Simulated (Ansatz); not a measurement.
Input and output of a self-consistent single point for MoPt2 (Imm2, 3 atoms in the cell) (Ansatz, a first-principles code).

Level of theory: PBEsol, default PAW files made with PBE (plane waves; Ansatz).

```
CELL_PARAMETERS angstrom
     -1.38564     1.99198     4.17727
      1.38564    -1.99198     4.17727
      1.38564     1.99198    -4.17727
ATOMIC_POSITIONS crystal
  Mo 0.00598 0.00598 0.00000
  Pt 0.66334 0.66334 0.00000
  Pt 0.33666 0.33666 0.00000
```

Reference input (self-consistent single point, DFT, PBEsol, plane waves, default PAW files made with PBE): basis.ecutwfc = 420 eV; kpoints.mp_grid.grid = 12 12 12; hamiltonian.xc = pbesol; hamiltonian.pseudopotentials = {kind: paw} (the program's default PAW files); scf.occupations.method = gaussian; scf.occupations.width = 0.1 eV. This run's input differs from it in these lines:

Ansatz 0.2 input:
```diff
@@ -13,3 +13,3 @@
 kpoints:
-  mp_grid: { grid: [12, 12, 12] }
+  mp_grid: { grid: [16, 16, 16] }
 hamiltonian:
@@ -18,3 +18,3 @@
 scf:
-  occupations: { method: gaussian, width: 0.1 }
+  occupations: { method: gaussian, width: 0.05 }
 output:
```

Output, abridged:

```
SCF iter   1: F=—  HF=-29666.255168 eV  |F-HF|=—  |Δ(HF+E_count)|=         —  Δρ=7.74e-3  dr2=2.31e-2  ethr=1.77e-3  ⟨swp⟩=5.8  Hψ=68360  notcnv=0
all-band conjugate gradients solve this SCF's bands
preconditioner: auto → Kerker (q_TF=auto, 2.765 Å⁻¹)
SCF iter   2: F=—  HF=-29666.253578 eV  |F-HF|=—  |Δ(HF+E_count)|=   1.59e-3  Δρ=3.92e-3  dr2=5.57e-3  ethr=4.63e-5  ⟨swp⟩=1.8  Hψ=27628  notcnv=0
SCF iter   3: F=—  HF=-29666.252615 eV  |F-HF|=—  |Δ(HF+E_count)|=   9.63e-4  Δρ=5.60e-4  dr2=9.75e-5  ethr=1.11e-5  ⟨swp⟩=2.0  Hψ=25462  notcnv=0
SCF iter   4: F=—  HF=-29666.252605 eV  |F-HF|=—  |Δ(HF+E_count)|=   9.73e-6  Δρ=1.05e-4  dr2=6.11e-6  ethr=1.95e-7  ⟨swp⟩=2.5  Hψ=30561  notcnv=0
SCF iter   5: F=—  HF=-29666.252604 eV  |F-HF|=—  |Δ(HF+E_count)|=   8.48e-7  Δρ=2.71e-5  dr2=2.34e-7  ethr=1.22e-8  ⟨swp⟩=1.6  Hψ=25237  notcnv=0
SCF iter   6: F=-29666.252604 eV  HF=-29666.252604 eV  |F-HF|=1.40e-8  |Δ(HF+E_count)|=   5.13e-8  Δρ=7.52e-6  dr2=2.63e-8  ethr=2.00e-10  ⟨swp⟩=5.6  Hψ=64643  notcnv=0
SCF 1 converged in 6 iterations: F = -29666.252604 eV  dr2 = 2.63e-8
Free energy (F): -29666.252604 eV
Internal energy: -29666.249719 eV  (E = F + TS)
E sigma→0 (E₀):  -29666.251161 eV
Entropy (-TS):   -0.002885 eV (-0.962 meV/atom)
Fermi energy:    22.512124 eV
--- Forces (eV/Å), atoms counted from 1 ---
  atom   1  Mo     0.00000000     0.00000000    -0.31684189
  atom   2  Pt     0.00000000     0.00000000     0.11387414
  atom   3  Pt     0.00000000     0.00000000     0.20297201
--- Stress (GPa, compression-positive) ---
       -8.717997       0.000000       0.000000
        0.000000      -9.771776       0.000000
        0.000000       0.000000      -9.234959
  P = ⅓ Tr σ = -9.2416 GPa (-92.416 kbar)
  The stress holds the Pulay correction. Without it, at fixed plane waves, as pw.x and ABINIT print it: P = -9.2930 GPa
```

The run converged in 6 iterations. Against the reference run the free energy stays essentially unchanged (within 1 meV/atom), the pressure stays near -9.24 GPa while the xx stress (positive for compression) goes from -8.08 to -8.72 GPa and the largest force moves little (0.319 to 0.317 eV/Å).

The starting cell comes from a database of computed structures (which also holds hypothetical and non-ambient phases and stackings), without a prior relaxation at this level. Its lattice was rescaled by up to half a per cent. One atom was moved a little off its site on purpose. Spin polarisation is off. With a pressure of about -9 GPa the cell is away from its equilibrium volume at this level. Ansatz's pressure includes its estimate of the finite-basis (Pulay) stress.

Cost on one core of a shared machine: roughly 40 s.
